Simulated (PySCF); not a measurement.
PySCF 2.14.0, PBE0/def2-svpd, df: Hf(I)2(OH)2 ([OH][Hf]([OH])([I])[I]), 7 atoms. The geometry is a generated start, not checked to be a minimum at this level.

| Item | Value |
|---|---|
| task | energy |
| method | pbe0 |
| basis | def2-svpd |
| two-electron scheme | density fitting |
| mol.max_memory | 3000 MB |
| mf.max_cycle | 100 |
| mf.init_guess | minao (default) |
| mf.DIIS | CDIIS (default) |
| mf.diis_space | 8 (default) |
| mf.conv_tol | 1e-09 (default) |
| mf.grids.level | 3 (default) |
| effective core potentials | those of the basis set, past Kr |
| basis functions | 167 |
| grid points | 115488 |

```xyz
7

Hf     0.3338     0.1295    -0.0512
I      1.9021     1.9271    -1.3508
I      2.0114    -1.4833     1.3681
O     -0.5678    -1.0506    -1.1689
H     -1.0921    -1.8203    -0.9274
O     -0.8249     1.0486     1.0770
H     -1.7626     1.2490     1.0531
```

Charge 0 and multiplicity 1 are set for this test and not shown to be the ground state.

One run each on 2 threads, 1 BLAS thread. Values of level_shift (Hartree) tried: 0 (default), 0.1, 0.3, 1.

Predict the course of the Fock builds along this series.

Fewest Fock builds, within one of each other: 0 (default) with 17, 0.1 with 16. The count rises to 40 at 1. All converge to one solution.

| level_shift (Hartree) | Fock builds | end |
|---|---|---|
| 0 (default) | 17 | same solution |
| 0.1 | 16 | same solution |
| 0.3 | 18 | same solution |
| 1 | 40 | same solution |
